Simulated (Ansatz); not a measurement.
Consider MgB₂ (space group I4/mmm, No. 139; a = 2.6827 Å, c = 8.3951 Å; a hypothetical phase, not in the database extracts checked; relaxed with 0.1 eV smearing).

(Cell as relaxed with PBE.)

Levels (all Ansatz, a quantum-chemistry and plane-wave program, PAW): PBE (420 eV, without spin-orbit coupling); PBEsol (420 eV, without spin-orbit coupling).

Each level relaxes its own structure.

| base | PBE | PBEsol |
|---|---|---|
| volume per atom | 10.07 Å³ | 9.88 Å³ |
| lattice parameter a | 2.683 Å | 2.664 Å |
| band gap | zero | zero |

One thing is altered: an isotropic linear strain of +2.75 %, atoms relaxed at fixed cell.

```csv
quantity,PBE,PBEsol
"pressure (mean of the normal stresses, compression positive)",-7.5 GPa,-7.9 GPa
largest internal atomic displacement,0.029 Å,0.029 Å
energy relative to the base (free energy F),+22 meV/atom,+22 meV/atom
```

PBE's pressure lies 0.32 GPa above PBEsol's; the two agree on the largest internal atomic displacement and energy relative to the base. Neither level is exact; PBEsol is the comparison here, not a measurement.

Whether these cells are dynamically stable was not tested. All final runs are without spin polarisation.
